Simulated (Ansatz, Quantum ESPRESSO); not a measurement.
Code comparison for MgTl (Pm-3m, 2 atoms in the cell)

Self-consistent single point.

```xyz
2
Lattice="3.6378 0.0000 0.0000 0.0000 3.6378 0.0000 0.0000 0.0000 3.6378" Properties=species:S:1:pos:R:3 pbc="T T T"
Mg     0.0000     0.0000     0.0000
Tl     1.8189     1.8189     1.8189
```

Shared settings, as Ansatz (a program for electronic structure) writes them: kpoints.mp_grid.grid = 7 7 7; magnetization.spin_orbit = true; scf.occupations.method = gaussian; scf.occupations.width = 0.272 eV. Potentials and cutoffs stand in the table.

```json
[
 {"code": "Ansatz", "model": "PBEsol with spin-orbit coupling, default PAW files made with PBE", "pressure (GPa)": "-1.30", "cutoff": "default"},
 {"code": "Quantum ESPRESSO", "model": "PBEsol, spin-orbit coupling, PseudoDojo fully relativistic norm-conserving (PBESOL) pseudopotentials", "pressure (GPa)": "-1.17", "cutoff": "85 Ry"}
]
```

The spread over the programs that give each value: pressure within 0.13 GPa.

Ansatz's pressure is given at a fixed set of plane waves, as the other plane-wave codes print theirs.

The starting cell comes from a database of computed structures (which also holds hypothetical and non-ambient phases and stackings), without a prior relaxation at this level.

Left out of this page: ABINIT and FLEUR (failed or unconverged); Elk (with a known weakness of the program); SIESTA (not drawn, or without a comparable value).

Keys are those of Ansatz 0.2.
